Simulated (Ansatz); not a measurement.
## PbSe with two functionals, holes 7.0×10^20 cm⁻³

Start from PbSe in the rock salt structure (space group Fm-3m, No. 225; a = 6.218 Å).

(Cell as relaxed with PBE.)

Levels (all Ansatz, a first-principles code, PAW, earlier PAW set): PBE (420 eV, no SOC); r2SCAN (500 eV, no spin-orbit coupling).

Each level relaxes its own structure.

```csv
base,PBE,r2SCAN
volume per atom,30.05 Å³,29.47 Å³
lattice parameter a,6.218 Å,6.178 Å
band gap,0.44 eV,0.67 eV
```

It is then changed as follows: holes 7.0×10^20 cm⁻³, on a uniform background at fixed cell.

| quantity | PBE | r2SCAN |
|---|---|---|
| shift of the gap caused by the change | +0.02 eV | ? |
| Fermi level relative to the doped band's edge (positive inside the band; to 0.05 eV) | +0.35 eV | ? |
| gap character | direct at L | ? |

Q: Predict the r2SCAN column.

A: 
- shift of the gap caused by the change, r2SCAN: +0.02 eV
- Fermi level relative to the doped band's edge (positive inside the band; to 0.05 eV), r2SCAN: +0.40 eV
- gap character, r2SCAN: direct at L

The two agree on the shift of the gap caused by the change and gap character. Neither level is exact; r2SCAN is the comparison here, not a measurement.

Carriers are added with a uniform compensating background; total energy and stress of such cells depend on the potential's zero and are not compared; many-body gap narrowing is missing at this level. With Pb present, leaving out spin-orbit coupling can change the band edges. No phonon test of stability was made.
